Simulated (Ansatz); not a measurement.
## Zr2B2Ge (model structure, started from the Ti2InB2 type, P-6m2, No. 187, 5 atoms in the cell): lattice constant a by level of theory

No measured value is used here.

| level (code) | value (Å) |
|---|---|
| LDA (Ansatz) | 3.157 |
| PBE (Ansatz) | 3.205 |
| PBEsol (Ansatz) | [?] |
| r²SCAN (Ansatz) | 3.203 |

### Question
Fill in the missing entries.

### Answer

- PBEsol (Ansatz, a first-principles code), value (Å): 3.179

Cutoffs differ between the levels. Ansatz's density-functional and Hartree–Fock values are scalar-relativistic unless marked +SOC, with PAW data made under PBE.

A model structure was made by putting elements into a prototype or built by hand; it is no filed structure, need not be a known phase, and can be a saddle point held by its symmetry.
